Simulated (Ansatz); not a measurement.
# Gaps and masses across 12 crystals of space group F-43m

All by Ansatz (a quantum-chemistry and plane-wave program) with HSE06, rigid bands; geometry: cell and atoms relaxed with PBEsol.

```json
[
 {"Crystal": "InAs", "volume per atom (Å³)": "28.2", "band gap": "0.42 eV", "electron conductivity mass": "0.031 mₑ", "E_g(mₑ/m* − 1)": "13.1 eV"},
 {"Crystal": "GaAs", "volume per atom (Å³)": "22.7", "band gap": "1.40 eV", "electron conductivity mass": "0.070 mₑ", "E_g(mₑ/m* − 1)": "18.7 eV"},
 {"Crystal": "InP", "volume per atom (Å³)": "25.4", "band gap": "1.44 eV", "electron conductivity mass": "0.095 mₑ", "E_g(mₑ/m* − 1)": "13.8 eV"},
 {"Crystal": "CdSe", "volume per atom (Å³)": "28.1", "band gap": "1.55 eV", "electron conductivity mass": "0.119 mₑ", "E_g(mₑ/m* − 1)": "11.4 eV"},
 {"Crystal": "BP", "volume per atom (Å³)": "11.5", "band gap": "1.95 eV", "electron conductivity mass": "0.32 mₑ", "E_g(mₑ/m* − 1)": "-"},
 {"Crystal": "SiC", "volume per atom (Å³)": "10.3", "band gap": "2.23 eV", "electron conductivity mass": "0.29 mₑ", "E_g(mₑ/m* − 1)": "-"},
 {"Crystal": "GaP", "volume per atom (Å³)": "20.1", "band gap": "2.25 eV", "electron conductivity mass": "0.34 mₑ", "E_g(mₑ/m* − 1)": "-"},
 {"Crystal": "AlP", "volume per atom (Å³)": "20.5", "band gap": "2.28 eV", "electron conductivity mass": "0.33 mₑ", "E_g(mₑ/m* − 1)": "-"},
 {"Crystal": "ZnSe", "volume per atom (Å³)": "22.3", "band gap": "2.50 eV", "electron conductivity mass": "0.143 mₑ", "E_g(mₑ/m* − 1)": "15.0 eV"},
 {"Crystal": "BeSe", "volume per atom (Å³)": "16.9", "band gap": "3.45 eV", "electron conductivity mass": "0.34 mₑ", "E_g(mₑ/m* − 1)": "-"},
 {"Crystal": "ZnS", "volume per atom (Å³)": "19.2", "band gap": "3.46 eV", "electron conductivity mass": "0.21 mₑ", "E_g(mₑ/m* − 1)": "13.0 eV"},
 {"Crystal": "BeS", "volume per atom (Å³)": "14.2", "band gap": "4.04 eV", "electron conductivity mass": "0.36 mₑ", "E_g(mₑ/m* − 1)": "-"}
]
```

The last column is given only where the electrons sit in one nearly round valley (density-of-states mass close to the conductivity mass).

Task: Does the electron mass follow the gap, and the gap the size of the cell?

Result: The mass follows the gap loosely (rank correlation 0.76), and the gap follows the volume per atom loosely and inversely (-0.60). Rows with one valley and with several are mixed here. Lightest electrons: InAs (F-43m); heaviest: BeS (F-43m).

Task: Two-band k·p theory gives mₑ/m* = 1 + E_P/E_g for a minimum at Γ. Does one E_P serve the rows of the last column?

Result: The column has a median of 13.4 eV and runs from 11.4 to 18.7 eV. So one E_P doesn't describe the set. The rule holds for a direct gap between s-like and p-like states; remote bands and masses at 300 K (above the band-edge mass in narrow gaps) make the implied E_P low.

Masses are for dilute carriers at 300 K, harmonic means over directions unless an axis is named. Spin-orbit coupling is left out.
